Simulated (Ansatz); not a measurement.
PbS: pressure series

Consider PbS in the rock salt structure (space group Fm-3m, No. 225; a = 5.974 Å).

Cell and atoms are relaxed at each pressure.

Computed with r2SCAN, PAW, 500 eV (Ansatz, a program for electronic structure; no spin-orbit coupling).

| pressure (GPa) | volume per atom (Å³/atom) |
|---|---|
| -2 | 27.682 |
| -1 | ? |
| 0 | 26.654 |
| 3 | 25.440 |
| 7 | 24.167 |
| 50 | 18.084 |
| 75 | 16.433 |
| 100 | 15.264 |

Q: Fit the third-order Birch–Murnaghan form P(V) = (3B₀/2)[(V₀/V)^(7/3) − (V₀/V)^(5/3)]·[1 + (3/4)(B₀′ − 4)((V₀/V)^(2/3) − 1)] (squares taken in P) to the rows shown and predict the withheld row.

A: Least squares on the printed values gives V₀ = 26.649 Å³/atom, B₀ = 60.1 GPa, B₀′ = 3.9; this predicts 27.112 Å³/atom, and the run gives 27.148 Å³/atom, 0.036 higher.

A case with no gap was solved on a k-mesh chosen for an insulator, which is coarse for it. Load acts through the strain it causes; cell and atoms are relaxed under it. Stability against distortions was not tested. No other phases were tried under pressure. The final runs are not spin-polarised.
